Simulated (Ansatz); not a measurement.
Consider the following.

```
Si
1.0
   -3.30082     3.30082     3.30082
    3.30082    -3.30082     3.30082
    3.30082     3.30082    -3.30082
Si
8
Cartesian
  0.67537   0.67537   0.67537
 -0.67537   2.62544   0.67537
  0.67537  -0.67537   2.62544
  2.62544   0.67537  -0.67537
  2.62544   2.62544   2.62544
  0.67537   3.97619  -0.67537
 -0.67537   0.67537   3.97619
  3.97619  -0.67537   0.67537
```

No spin polarisation.

A single point on Si, its geometry relaxed with PBEsol.

Computed with r2SCAN in Ansatz (plane waves to 500 eV, PAW, no SOC). Γ-centred 10×10×10 mesh, Fermi–Dirac width 0.05 eV.

Problem. Predict the pressure.

Solution. 1.5 GPa.

Problem. Estimate the band gap.

Solution. Zero.

Single points use the geometry relaxed with PBEsol. Whether these cells are dynamically stable was not tested. The cell is Si (space group Ia-3, No. 206). This is not the structure that Si has at room temperature and ambient pressure. A zero or small gap of Si can be the functional's error rather than a property of the material.

Ansatz is a program for electronic structure.
